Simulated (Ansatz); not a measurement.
System: L1₂ (Cu3Au-type) Ni3Al. Method: PBE-D4 in Ansatz (PAW).

Settings: plane-wave cutoff 520 eV, 16×16×16 k mesh, Fermi–Dirac smearing 0.05 eV, spin-polarised with parallel moments, scalar-relativistic PAW data made under PBE.

Response to compression and expansion:

```csv
V (Å³/atom),P (GPa),moment (μB per cell of 4 atoms)
10.326,14.18,0.66
10.545,8.91,0.68
10.765,4.21,0.69
10.985,0.00,0.70
11.205,-3.77,0.72
11.424,-7.12,0.73
11.644,-10.12,0.74
```

Note: moments this small hang on the smearing and the k mesh.

Ansatz is a quantum-chemistry and plane-wave program.
